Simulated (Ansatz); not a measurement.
## A constructed model of the (110) surface of bcc Ta, a layer of Os in place of the second plane (bottom of the slab: a bare face, its two planes held)

Method: PBE (plane waves to 420 eV, PAW; Ansatz, a first-principles code).

Model: 6-atom slab, 11.4 Å thick at the start, 14x14x1 mesh, Fermi-Dirac 0.1 eV, dipole correction, 2 atoms held, the rest relaxed; start symmetry kept, larger cells not searched; no spin, no spin-orbit, no U. In PBE it lies 0.23 eV a 1x1 cell over the lowest computed structure of the same composition (a layer of Os in place of the third plane).

The work function of the top face is 4.55 eV, the energy released by relaxation is 0.12 eV and the cost is about 5 core-minutes (a rough figure).
